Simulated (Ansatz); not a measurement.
**What 2 layers does to HgTe**

The parent structure is HgTe in the zinc blende structure (space group F-43m, No. 216; a = 6.573 Å). Axes: x, y, z lie along the cube axes.

Perturbation: a free-standing slab of 2 layers (4 atoms, 2 a layer) is cut normal to [110], with 15 Å of vacuum and the in-plane cell held at bulk.

Calculations: r2SCAN/PAW in Ansatz (a first-principles code), scalar-relativistic without spin-orbit coupling. k-mesh 10×7×1 (Γ-centred); smearing 0.05 eV (Fermi–Dirac), for the changed cell.

The layer's space group (with vacuum) amounts to Pmn2_1 (No. 31) and the shortest interatomic distance drops by 0.086 Å, from 2.846 Å to 2.760 Å. The band gap goes from zero to 1.55 eV and the gap character comes out as direct at Γ. The valence-band top at Γ (three highest levels, from the VBM) is 0.00, -1.02, -1.33 eV and the excess energy per area of both faces (slab less bulk energy over the cell's area: twice a surface energy) comes out as 0.24 J/m². The thickness between the outermost nuclei is 2.82 Å.

Final structure:

```
CELL_PARAMETERS angstrom
      4.64767     0.00000     0.00000
      0.00000     6.57280     0.00000
      0.00000     0.00000    17.32384
ATOMIC_POSITIONS crystal
  Te 0.75000 0.46454 0.41875
  Hg 0.25000 0.28546 0.47848
  Te 0.25000 0.96454 0.58125
  Hg 0.75000 0.78546 0.52152
```

Slab and bulk use different k-meshes, which limits the precision of the excess energy. With Hg and Te present, leaving out spin-orbit coupling can change the band edges. Stability against distortions was not tested. All final runs are without spin polarisation. A zero or small gap of HgTe can be the functional's error rather than a property of the material. k-point labels follow each cell's own Brillouin zone.
